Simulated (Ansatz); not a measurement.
Consider ZnO in the wurtzite structure (space group P6_3mc, No. 186).

```
CELL_PARAMETERS angstrom
      3.18693     0.00000     0.00000
     -1.59347     2.75997     0.00000
      0.00000     0.00000     5.15257
ATOMIC_POSITIONS crystal
  Zn 0.33333 0.66667 0.00179
  Zn 0.66667 0.33333 0.50179
  O  0.33333 0.66667 0.38021
  O  0.66667 0.33333 0.88021
```

Cartesian axes are those of the cell as printed.

Calculations: plane-wave PAW DFT at the LDA level (Ansatz, a first-principles code, 420 eV), scalar-relativistic without spin-orbit coupling.

For the base:

- Electron mass = 0.15 mₑ (at Γ)
- Band gap = 0.80 eV

Modification: uniaxial strain ε_xx = +1.80 %, all other strain components held at zero; the atoms relax in the strained cell.

Estimate the effect on the largest internal atomic displacement, electron mass, stress and band gap.

The largest internal atomic displacement comes out as 0.012 Å; the electron mass becomes 0.14 mₑ (at Γ) (base: 0.15 mₑ (at Γ)); the stress (xx, yy, zz, yz, xz, xy; compression positive) comes out as (-3.91, -2.37, -2.11, 0.00, 0.00, 0.00) GPa; the band gap shrinks by 0.04 eV, from 0.80 eV to 0.76 eV.

Effective masses come from finite differences of ±0.01 Å⁻¹. No phonon test of stability was made.
